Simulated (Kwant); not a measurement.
Model system: quantum point contact (saddle potential) in a GaAs two-dimensional gas. Effective mass 0.067 mₑ, grid spacing 10 nm, hard walls, nominal width 200 nm (19 grid rows, so walls 200 nm apart), one parabolic valley, scattering region 600 nm long along x; energies count from the band bottom; Fermi energy 0.00433 eV. Potential (V0 + ½k y²) cos²(πx/L) for |x| < L/2, with V0 swept from 0.0045465 to 0 eV, k = 4.9e-06 eV/nm², L = 320 nm.

The device is made up for the run: typed textbook-type constants, with dimensions and the other settings drawn at random.

Model: effective-mass tight-binding model on a square grid, one spin, coherent transport at 0 K (Kwant). Conductance is in e²/h.

### Question
Compare with the saddle-point formula G = Σ 1/(1 + exp(−2π(E − V0 − ħωy(n + ½))/ħωx)), taking ħωy = ħ√(k/m) and ħωx from the curvature along x of V0 plus half of the mode's confinement energy.

### Answer
ħωy = 2.36 meV; at V0 = 3.69 meV the lowest mode has ħωx = 0.969 meV.

```tsv
V0 (meV)	formula	simulation
4.28	0.0010	0.00099
3.69	0.029	0.032
3.10	0.59	0.62
2.50	0.99	0.99
1.91	1.00	1.00
1.32	1.02	1.03
```

The formula takes a parabolic saddle in the continuum; the run has the full potential on a grid.
